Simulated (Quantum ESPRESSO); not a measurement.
A self-consistent single point of CaC2 (P1, 6 atoms in the cell) with Quantum ESPRESSO.

Level of theory: LDA (PZ), GBRV 1.5 ultrasoft (LDA) pseudopotentials (plane waves; Quantum ESPRESSO).

The change in words: atoms moved at random. Reference geometry:
```
CELL_PARAMETERS angstrom
      3.87625     0.00000     0.00000
      1.84964     3.53935     0.00000
      0.41179     1.00694     7.21993
ATOMIC_POSITIONS crystal
  Ca 0.22555 0.98060 0.75247
  Ca 0.77445 0.01940 0.24753
  C  0.13145 0.40051 0.06016
  C  0.86855 0.59949 0.93984
  C  0.44816 0.63441 0.43396
  C  0.55184 0.36559 0.56604
```

Reference input (self-consistent single point, DFT, LDA (PZ), plane waves, GBRV 1.5 ultrasoft (LDA) pseudopotentials): ecutwfc = 40 Ry; ecutrho = 200 Ry; occupations = fixed; potentials = {Ca: ca_lda_v1.uspp.F.UPF, C: c_lda_v1.2.uspp.F.UPF}; K_POINTS = automatic 7 6 3 0 0 0; nbnd = 20; conv_thr = 1e-09 Ry; mixing_beta = 0.4. This run's input differs from it in these lines:

```diff
@@ -25,8 +25,8 @@
 ATOMIC_POSITIONS {crystal}
-Ca    0.2255500000    0.9806000000    0.7524700000
-Ca    0.7744500000    0.0194000000    0.2475300000
-C     0.1314500000    0.4005100000    0.0601600000
-C     0.8685500000    0.5994900000    0.9398400000
-C     0.4481600000    0.6344100000    0.4339600000
-C     0.5518400000    0.3655900000    0.5660400000
+Ca    0.2138840000    0.9977060000    0.7619310000
+Ca    0.7658620000    0.0101270000    0.2508550000
+C     0.1360010000    0.3878680000    0.0595750000
+C     0.8762170000    0.6034220000    0.9479140000
+C     0.4536350000    0.6365160000    0.4285800000
+C     0.5544010000    0.3643610000    0.5511440000
 K_POINTS {automatic}
```

Output, abridged:

```
     Self-consistent Calculation

     iteration #  1     ecut=    40.00 Ry     beta= 0.40

     total energy              =    -195.71435479 Ry
     estimated scf accuracy    <       1.19244355 Ry

     iteration #  2     ecut=    40.00 Ry     beta= 0.40

     total energy              =    -195.85305298 Ry
     estimated scf accuracy    <       0.06603795 Ry

     iteration #  3     ecut=    40.00 Ry     beta= 0.40

     total energy              =    -195.86392767 Ry
     estimated scf accuracy    <       0.01878285 Ry

   [... 9 blocks of this kind left out ...]

     iteration # 13     ecut=    40.00 Ry     beta= 0.40

     total energy              =    -195.86698651 Ry
     estimated scf accuracy    <          1.2E-09 Ry

     iteration # 14     ecut=    40.00 Ry     beta= 0.40
     End of self-consistent calculation

     highest occupied, lowest unoccupied level (ev):     3.9176    6.4212

!    total energy              =    -195.86698651 Ry
     estimated scf accuracy    <          1.1E-10 Ry

     convergence has been achieved in  14 iterations

     Forces acting on atoms (cartesian axes, Ry/au):

     atom    1 type  1   force =     0.00728994   -0.00791182   -0.01387807
     atom    2 type  1   force =     0.00507196    0.00187563   -0.00093528
     atom    3 type  2   force =     0.05127876   -0.05019440    0.06812329
     atom    4 type  2   force =    -0.05605979    0.05515223   -0.07742444
     atom    5 type  2   force =    -0.00077759    0.07241454   -0.07611728
     atom    6 type  2   force =    -0.00680327   -0.07133617    0.10023179

     Total force =     0.220289     Total SCF correction =     0.000012

          total   stress  (Ry/bohr**3)                   (kbar)     P=      -17.06
  -0.00028442  -0.00006377   0.00006206          -41.84       -9.38        9.13
  -0.00006377  -0.00003262  -0.00031104           -9.38       -4.80      -45.76
   0.00006206  -0.00031104  -0.00003080            9.13      -45.76       -4.53

   JOB DONE.
```

The run converged in 14 iterations. Against the reference run the free energy rises by 25.6 meV/atom, the pressure goes from -5.53 to -1.71 GPa, the largest force goes from 0.214 to 3.168 eV/Å and the gap on the mesh goes from 2.422 to 2.504 eV.

The starting cell comes from a database of computed structures (which also holds hypothetical and non-ambient phases and stackings), without a prior relaxation at this level. Its lattice was rescaled by a random factor within 2.5 % of one. For this run, on top of that: atoms moved at random. Forces in this geometry exceed 1 eV/Å.

Cost on one core of a shared machine: roughly 70 s.
